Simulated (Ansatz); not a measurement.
The parent structure is LaN in the zinc blende structure (space group F-43m, No. 216; a = 5.546 Å; a hypothetical phase, not in the database extracts checked). Axes: x, y, z lie along the cube axes.

One thing is altered: tensor shear ε_yz = −1.06 % (engineering shear γ = -0.0212); the atoms relax in the strained cell.

Levels (all Ansatz, a program for electronic structure, PAW): PBEsol (420 eV, no SOC); r2SCAN (500 eV, scalar-relativistic without spin-orbit coupling); HSE06 (420 eV, no SOC).

At the geometry relaxed with PBEsol, these levels gave the following band gaps, in shuffled order: (a) 1.05 eV, (b) 2.18 eV, (c) 1.51 eV.

Task: Match each gap to its level.

Result: (a) PBEsol; (b) HSE06; (c) r2SCAN.

Single points use the geometry relaxed with PBEsol. HSE06 was sampled on its mesh, a few special points and the semilocal edge points, so its gap is an upper bound. Stability against distortions was not tested.
